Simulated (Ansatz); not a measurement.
The starting structures come from a database of crystals and need not be the phases stable at ambient conditions.

 Where the default PAW files enter, the runs use the earlier of Ansatz's two default sets.

Inside the gap of an insulator the Bloch states are evanescent, with a wavenumber k + iκ along the transport direction.

Here is the system:

```
K2PdF4
1.0
    4.26289     0.00000     0.00000
    0.00000     5.92693     0.00000
    0.08987     2.96346     4.72249
K Pd F
2 1 4
Direct
  0.71990   0.65108   0.69784
  0.28010   0.34892   0.30216
  0.00000   0.00000   0.00000
  0.22170   0.86954   0.78352
  0.77830   0.13046   0.21648
  0.77830   0.65306   0.21648
  0.22170   0.34694   0.78352
```

Space group of this cell: C2/m. The cell is taken as given.

Transport runs along the normal of the first two printed cell vectors.

The gap is the functional's own. No spin-orbit coupling. Mid-gap values are interpolated on the energy grid.

Task: Estimate the band gap and the smallest decay constant κ at mid-gap that r2SCAN in Ansatz (a program for electronic structure) returns for this system.

Result: Gap 2.47 eV on a 8×6×6 mesh; κ = 0.613 1/Å, at (0.125, 0.000) of the in-plane reciprocal vectors. At the zone centre, at the nearest computed energy, the slowest state has κ = 0.62 1/Å.
